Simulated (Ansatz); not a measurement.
Ansatz (an electronic-structure program) run on a (111) slab of LuH2 (cut from a parent of space group no. 225; 9 atoms in the cell): self-consistent single point.

Method of the run: PBEsol, default PAW files made with PBE (plane waves; Ansatz).

```yaml
crystal:
  lattice:
    - [3.53847, 0.00000, 0.00000]
    - [1.76924, 3.06441, 0.00000]
    - [0.00000, 0.00000, 21.22292]
  atoms:
    - { symbol: H, position: [0.33333, 0.33333, 0.32983] }
    - { symbol: H, position: [0.00000, 0.00000, 0.39790] }
    - { symbol: H, position: [0.66667, 0.66667, 0.46597] }
    - { symbol: H, position: [0.33333, 0.33333, 0.53404] }
    - { symbol: H, position: [0.00000, 0.00000, 0.60210] }
    - { symbol: H, position: [0.66667, 0.66667, 0.67017] }
    - { symbol: Lu, position: [0.66667, 0.66667, 0.36387] }
    - { symbol: Lu, position: [0.00000, 0.00000, 0.50000] }
    - { symbol: Lu, position: [0.33333, 0.33333, 0.63613] }
```

Reference input (self-consistent single point, DFT, PBEsol, plane waves, default PAW files made with PBE): basis.ecutwfc = 420 eV; kpoints.mp_grid.grid = 10 10 1; hamiltonian.xc = pbesol; hamiltonian.pseudopotentials = {kind: paw} (the program's default PAW files); scf.occupations.method = gaussian; scf.occupations.width = 0.1 eV. This run's input differs from it in these lines:

Ansatz 0.2 input:
```diff
@@ -16,3 +16,3 @@
 basis:
-  ecutwfc: 420.0 eV
+  ecutwfc: 505.0 eV
 kpoints:
```

Log, with long lists cut:

```
SCF iter   1: F=—  HF=-43933.344448 eV  |F-HF|=—  |Δ(HF+E_count)|=         —  Δρ=5.29e-3  dr2=7.32e-2  ethr=1.77e-3  ⟨swp⟩=7.2  Hψ=2980  notcnv=0
all-band conjugate gradients solve this SCF's bands
preconditioner: auto → LDOS
SCF iter   2: F=—  HF=-43933.336641 eV  |F-HF|=—  |Δ(HF+E_count)|=   7.81e-3  Δρ=2.07e-3  dr2=3.57e-2  ethr=9.03e-5  ⟨swp⟩=2.1  Hψ=1310  notcnv=0  defer=52
   [... lines left out ...]
SCF iter   5: F=—  HF=-43933.331462 eV  |F-HF|=—  |Δ(HF+E_count)|=   1.93e-4  Δρ=1.12e-4  dr2=1.18e-4  ethr=4.24e-7  ⟨swp⟩=2.0  Hψ=1187  notcnv=0  defer=48
SCF iter   6: F=—  HF=-43933.331463 eV  |F-HF|=—  |Δ(HF+E_count)|=   4.51e-7  Δρ=3.25e-5  dr2=8.48e-6  ethr=1.46e-7  ⟨swp⟩=2.1  Hψ=963  notcnv=0  defer=48
SCF iter   7: F=—  HF=-43933.331537 eV  |F-HF|=—  |Δ(HF+E_count)|=   7.43e-5  Δρ=1.06e-5  dr2=4.32e-7  ethr=1.05e-8  ⟨swp⟩=2.0  Hψ=969  notcnv=0  defer=48
SCF iter   8: F=-43933.331537 eV  HF=-43933.331537 eV  |F-HF|=3.00e-8  |Δ(HF+E_count)|=   3.14e-7  Δρ=3.51e-6  dr2=3.00e-8  ethr=1.23e-10  ⟨swp⟩=14.6  Hψ=3895  notcnv=0
SCF 1 converged in 8 iterations: F = -43933.331537 eV  dr2 = 3.00e-8
Free energy (F): -43933.331537 eV
Internal energy: -43933.324419 eV  (E = F + TS)
E sigma→0 (E₀):  -43933.327978 eV
Entropy (-TS):   -0.007118 eV (-0.791 meV/atom)
Fermi energy:    3.898399 eV
--- Forces (eV/Å), atoms counted from 1 ---
  atom   1  H     -0.00000000    -0.00000000    -0.34046833
  atom   2  H     -0.00000000     0.00000000    -0.14400192
  atom   3  H     -0.00000000     0.00000000    -0.25572120
  atom   4  H      0.00000000    -0.00000000     0.25572120
  atom   5  H      0.00000000    -0.00000000     0.14400192
  atom   6  H      0.00000000     0.00000000     0.34046833
  atom   7  Lu     0.00000000     0.00000000     0.99714307
  atom   8  Lu     0.00000000     0.00000000     0.00000000
  atom   9  Lu    -0.00000000    -0.00000000    -0.99714307
--- Stress (GPa, compression-positive) ---
       -2.200126       0.000000      -0.000000
        0.000000      -2.200126       0.000000
       -0.000000       0.000000      -1.607566
  P = ⅓ Tr σ = -2.0026 GPa (-20.026 kbar)
  The stress holds the Pulay correction. Without it, at fixed plane waves, as pw.x and ABINIT print it: P = -2.0123 GPa
```

The run converged in 8 iterations. Against the reference run the free energy goes down by 1.3 meV/atom and the largest force hardly changes (0.996 to 0.997 eV/Å).

The starting cell comes from a database of computed structures (which also holds hypothetical and non-ambient phases and stackings), without a prior relaxation at this level. The slab is cut from that crystal, and its faces are unrelaxed. Its lattice was rescaled by up to half a per cent. Spin-orbit coupling is off.
